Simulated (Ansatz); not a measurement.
## Relaxation of cell and atoms of MnO₂ (P4_2/mnm, 6 atoms in the cell) at several settings

```
CELL_PARAMETERS angstrom
      4.44794     0.00000     0.00000
      0.00000     4.44794     0.00000
      0.00000     0.00000     2.89804
ATOMIC_POSITIONS crystal
  Mn 0.00000 0.00000 0.00000
  Mn 0.50000 0.50000 0.50000
  O  0.30492 0.30492 0.00000
  O  0.69508 0.69508 0.00000
  O  0.19508 0.80492 0.50000
  O  0.80492 0.19508 0.50000
```
Moments meant for the start (each program seeds them in its own way; μB, in the order of the atoms Mn Mn O O O O): 4.0 4.0 0.0 0.0 0.0 0.0.

Base: Ansatz (a program for electronic structure) with PBE+U, PAW files. Its settings: kpoints.mp_grid.grid = 6 6 9; hamiltonian.xc = pbe; hamiltonian.pseudopotentials = {kind: paw} (the program's default PAW files); hamiltonian.hubbard.sites = [{species: Mn, l: d, u_eff: 3.9}] eV; hamiltonian.hubbard.projectors = ortho-atomic; magnetization.spin_polarized = true; scf.occupations.method = methfessel_paxton; scf.occupations.width = 0.1 eV. Starting volume 9.56 Å³ per atom.

Each line gives the change from the base single point and the result:

- relax: default → cell and atoms: pressure 0.01 GPa; final cell a = b = 4.4569 Å, c = 2.9446 Å, α = β = γ = 90.00°; final volume per atom 9.75 Å³; relaxation steps 9; free energy against the base single point -3.3 meV/atom.
- relax: default → cell and atoms; relax.cell.p_target: default → 2 GPa: pressure 2.00 GPa; final cell a = b = 4.439 Å, c = 2.935 Å, α = β = γ = 90.00°; final volume per atom 9.64 Å³; relaxation steps 8; free energy against the base single point -2.6 meV/atom.

The starting cell comes from a database of computed structures (which also holds hypothetical and non-ambient phases and stackings), without a prior relaxation at this level. Its lattice was rescaled by a random factor within 2.5 % of one. The magnetic order is the one reached from the typed start; others were not searched systematically. With U or open f shells several self-consistent states can exist. The program warned that, by what it read of turns of the moments, another magnetic order lies lower. Ansatz's pressure includes its estimate of the finite-basis (Pulay) stress.

These are the values that this program gave, and no reference: magnets with a U can end in a higher state.

Keys are those of Ansatz 0.2.
